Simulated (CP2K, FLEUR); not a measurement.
A CP2K input for a self-consistent single point of La2O3 (P-3m1, 5 atoms in the cell) (DFT PBE, GPW, DZVP-MOLOPT-SR-GTH basis, GTH-PBE potentials (GTH_POTENTIALS)):

```
&GLOBAL
  PROJECT scf
  RUN_TYPE ENERGY_FORCE
  PRINT_LEVEL MEDIUM
&END GLOBAL
&FORCE_EVAL
  METHOD Quickstep
  STRESS_TENSOR ANALYTICAL
  &DFT
    BASIS_SET_FILE_NAME BASIS_MOLOPT
    BASIS_SET_FILE_NAME BASIS_MOLOPT_UCL
    POTENTIAL_FILE_NAME GTH_POTENTIALS
    &QS
      METHOD GPW
      EPS_DEFAULT 1E-10
    &END QS
    &MGRID
      CUTOFF 500
      REL_CUTOFF 40
      NGRIDS 5
    &END MGRID
    &SCF
      SCF_GUESS ATOMIC
      EPS_SCF 1E-6
      MAX_SCF 100
      ADDED_MOS 8
      &DIAGONALIZATION
        ALGORITHM STANDARD
      &END DIAGONALIZATION
      &MIXING
        METHOD BROYDEN_MIXING
        ALPHA 0.3
        NBUFFER 8
        BETA 1
      &END MIXING
      &SMEAR ON
        METHOD FERMI_DIRAC
        ELECTRONIC_TEMPERATURE [K] 232.09
      &END SMEAR
    &END SCF
    &KPOINTS
      SCHEME MONKHORST-PACK 7 7 4
      GAMMA_CENTERED T
    &END KPOINTS
    &XC
      &XC_FUNCTIONAL PBE
      &END XC_FUNCTIONAL
    &END XC
    &PRINT
      &MO
        EIGENVALUES T
        OCCUPATION_NUMBERS T
        NDIGITS 8
        FILENAME mo
        &EACH
          QS_SCF 0
        &END EACH
        ADD_LAST NUMERIC
      &END MO
      &MULLIKEN ON
      &END MULLIKEN
    &END PRINT
  &END DFT
  &SUBSYS
    &CELL
      A 3.85332000 0.00000000 0.00000000
      B -1.92666000 3.33707300 0.00000000
      C 0.00000000 0.00000000 5.99514000
      PERIODIC XYZ
    &END CELL
    &COORD
      La      -0.00000002     2.22471534     1.48079958
      La       1.92666002     1.11235766     4.51434042
      O        0.00000000     0.00000000     0.00000000
      O       -0.00000002     2.22471534     3.87885558
      O        1.92666002     1.11235766     2.11628442
    &END COORD
    &KIND La
      BASIS_SET DZVP-MOLOPT-SR-GTH
      POTENTIAL GTH-PBE-q11
    &END KIND
    &KIND O
      BASIS_SET DZVP-MOLOPT-SR-GTH
      POTENTIAL GTH-PBE-q6
    &END KIND
  &END SUBSYS
  &PRINT
    &FORCES ON
    &END FORCES
    &STRESS_TENSOR ON
    &END STRESS_TENSOR
  &END PRINT
&END FORCE_EVAL
```

**Question.** Write the same calculation as an input for FLEUR.

**Answer.** One input that does it (others would too):

Input of the input generator:

```
La2O3 FLAPW
&input film=f /
0.5000000000 -0.8660254038 0.0000000000
0.5000000000 0.8660254038 0.0000000000
0.0000000000 0.0000000000 1.5558375655
7.2817194608
1.0 1.0 1.0

5
57 0.3333333333 0.6666666667 0.2470000000
57 0.6666666667 0.3333333333 0.7530000000
8 -0.0000000000 -0.0000000000 0.0000000000
8 0.3333333333 0.6666666667 0.6470000000
8 0.6666666667 0.3333333333 0.3530000000

&comp jspins=1 /
&kpt div1=7 div2=7 div3=4 gamma=t /
&end /
```

```xml
<?xml version="1.0" encoding="UTF-8" standalone="no"?>
<fleurInput fleurInputVersion="0.39">
   <comment>
      La2O3 FLAPW                                                                                         
   </comment>
   <calculationSetup>
      <cutoffs Kmax="4.1" Gmax="16.4" GmaxXC="16.4" numbands="0"/>
      <scfLoop itmax="100" minDistance="0.00001" maxIterBroyd="25" imix="Anderson" alpha="0.05" precondParam="0.0" spinf="2.0"/>
      <coreElectrons ctail="T" frcor="F" kcrel="0" coretail_lmax="0"/>
      <xcFunctional name="pbe" relativisticCorrections="F"/>
      <magnetism jspins="1"/>
      <soc l_soc="F" theta="0.0" phi="0.0" spav="F"/>
      <expertModes spex="0" secvar="F"/>
      <geometryOptimization l_f="T" forcealpha="1.0" forcemix="BFGS" epsdisp="0.00001" epsforce="0.00001"/>
      <ldaU l_linMix="F" mixParam="0.05" spinf="1.0"/>
   </calculationSetup>
   <cell>
      <bzIntegration valenceElectrons="40.0" mode="hist" fermiSmearingEnergy="0.00073499">
         <kPointListSelection listName="default-1"/>
         <!-- k-points included here -->
         <xi:include xmlns:xi="http://www.w3.org/2001/XInclude" href="kpts.xml"> </xi:include>
      </bzIntegration>
      <!-- symmetry operations included here -->
      <xi:include xmlns:xi="http://www.w3.org/2001/XInclude" href="sym.xml"> </xi:include>
      <bulkLattice scale="1.0">
         <bravaisMatrix>
            <row-1>    3.6408597303999999    -6.3061540363976381     0.0000000000000000</row-1>
            <row-2>    3.6408597303999999     6.3061540363976381     0.0000000000000000</row-2>
            <row-3>    0.0000000000000000     0.0000000000000000    11.3291726785450457</row-3>
         </bravaisMatrix>
      </bulkLattice>
   </cell>
   <atomSpecies>
      <species name="Lanthanum (La)" element="La" atomicNumber="57">
         <mtSphere radius="2.61" gridPoints="899" logIncrement="0.015"/>
         <atomicCutoffs lmax="10" lnonsphr="8"/>
         <electronConfig flipSpins="F">
            <coreConfig>(1s1/2) (2s1/2) (2p1/2) (2p3/2) (3s1/2) (3p1/2) (3p3/2) (4s1/2) (3d3/2) (3d5/2) (4p1/2) (4p3/2) (4d3/2) (4d5/2)</coreConfig>
            <valenceConfig>(5s1/2) (5p1/2) (5p3/2) (6s1/2) (5d3/2) (5d5/2)</valenceConfig>
            <stateOccupation state="(5d3/2)" spinUp="0.2" spinDown="0.2"/>
            <stateOccupation state="(5d5/2)" spinUp="0.3" spinDown="0.3"/>
         </electronConfig>
         <energyParameters s="6" p="6" d="5" f="4"/>
         <lo type="SCLO" l="0" n="5" eDeriv="0"/>
         <lo type="SCLO" l="1" n="5" eDeriv="0"/>
      </species>
      <species name="Oxygen (O)" element="O" atomicNumber="8">
         <mtSphere radius="1.47" gridPoints="509" logIncrement="0.021"/>
         <atomicCutoffs lmax="6" lnonsphr="4"/>
         <electronConfig flipSpins="F">
            <coreConfig>(1s1/2)</coreConfig>
            <valenceConfig>(2s1/2) (2p1/2) (2p3/2)</valenceConfig>
            <stateOccupation state="(2p1/2)" spinUp="0.6666666666667" spinDown="0.6666666666667"/>
            <stateOccupation state="(2p3/2)" spinUp="1.3333333333333" spinDown="1.3333333333333"/>
         </electronConfig>
         <energyParameters s="2" p="2" d="3" f="4"/>
      </species>
   </atomSpecies>
   <atomGroups>
      <atomGroup species="Lanthanum (La)">
         <relPos label="                   1">1.000/3.000 -1.000/3.000 .2470000000</relPos>
         <relPos label="                   2">-1.000/3.000 1.000/3.000 -.2470000000</relPos>
         <force calculate="T" relaxXYZ="TTT"/>
      </atomGroup>
      <atomGroup species="Oxygen (O)">
         <relPos label="                   3">.0000000000 .0000000000 .0000000000</relPos>
         <force calculate="T" relaxXYZ="TTT"/>
      </atomGroup>
      <atomGroup species="Oxygen (O)">
         <relPos label="                   4">1.000/3.000 -1.000/3.000 -.3530000000</relPos>
         <relPos label="                   5">-1.000/3.000 1.000/3.000 .3530000000</relPos>
         <force calculate="T" relaxXYZ="TTT"/>
      </atomGroup>
   </atomGroups>
   <output dos="F" band="F" slice="F">
      <checks vchk="F" cdinf="F"/>
      <bandDOS minEnergy="-.5*Htr" maxEnergy="0.5*Htr" sigma="0.015" storeEVData="T"/>
      <vacuumDOS vacdos="F" integ="F" star="F" nstars="0" locx1="0.0" locy1="0.0" locx2="0.0" locy2="0.0" nstm="0" tworkf="0.0"/>
      <unfoldingBand unfoldBand="F" supercellX="1" supercellY="1" supercellZ="1"/>
      <plotting iplot="0" polar="F">
         <plot TwoD="T" vec1="  1.0  0.0  0.0" vec2="  0.0  1.0  0.0" vec3="  0.0  0.0  1.0" zero="  0.0  0.0  0.0" file="plot"/>
      </plotting>
      <chargeDensitySlicing numkpt="0" minEigenval="0.0" maxEigenval="0.0" nnne="0" pallst="F"/>
      <specialOutput eonly="F"/>
      <magneticCircularDichroism mcd="F" energyLo="-10.0" energyUp="0.0"/>
   </output>
  <!-- We include the file relax.xml here to enable relaxations (see documentation) -->
  <xi:include xmlns:xi="http://www.w3.org/2001/XInclude" href="relax.xml"> <xi:fallback/> </xi:include>
</fleurInput>
```

Basis settings and potentials, where a program has them, do not carry over. This input uses DFT, PBE, all-electron FLAPW (FLEUR), scalar-relativistic valence.

The starting cell has typed, rounded lattice constants, without a prior relaxation at this level. Its lattice was rescaled by a random factor within 2.5 % of one.
